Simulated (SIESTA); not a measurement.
# Relaxation of the atoms of PbO2 (P4_2/mnm, 6 atoms in the cell) at several settings

```xyz
6
Lattice="4.9950 0.0000 0.0000 0.0000 4.9950 0.0000 0.0000 0.0000 3.4090" Properties=species:S:1:pos:R:3 pbc="T T T"
Pb     0.0000     0.0000     0.0000
Pb     2.4975     2.4975     1.7045
O      1.5356     1.5356     0.0000
O      3.4594     3.4594     0.0000
O      0.9619     4.0331     1.7045
O      4.0331     0.9619     1.7045
```

Base: LDA PW92, numerical atomic orbitals TZP, PseudoDojo LDA standard norm-conserving potentials (rewritten from UPF to PSML) (SIESTA). Its settings: XC.functional = LDA; XC.authors = PW92; potentials = PseudoDojo LDA standard; PAO.BasisSize = TZP; PAO.EnergyShift = 0.01 Ry; MeshCutoff = 300 Ry; kgrid.MonkhorstPack = 5 5 7; OccupationFunction = FD; ElectronicTemperature = 1160.45 K; MaxSCFIterations = 150; SCF.Mixer.Method = Broyden; SCF.Mixer.Weight = 0.25; SCF.Mixer.History = 8; SCF.DM.Tolerance = 1.0E-04. Starting volume 14.18 Å³ per atom.

Each line gives the change from the base single point and the result:

- atoms moved at random; MD.TypeOfRun: default → CG; MD.Steps: default → 40; MD.MaxForceTol: default → 0.1 eV/Ang: pressure -1.43 GPa; largest force (vector length) 0.092 eV/Å; relaxation steps 8; free energy against the base single point 0.3 meV/atom.
- MD.TypeOfRun: default → CG; MD.Steps: default → 40; MD.MaxForceTol: default → 0.02 eV/Ang: pressure -1.37 GPa; largest force (vector length) 0.007 eV/Å; relaxation steps 3; free energy against the base single point -0.3 meV/atom.

The starting cell comes from a database of computed structures (which also holds hypothetical and non-ambient phases and stackings), without a prior relaxation at this level. Values carry the incompleteness of an atom-centred basis. The run gives no clean gap (levels at the Fermi energy touch, overlap or are partly filled at this smearing), which alone does not show that the compound is a metal.

Left out of this page: 1 run of the series stopped by limits of time or memory.
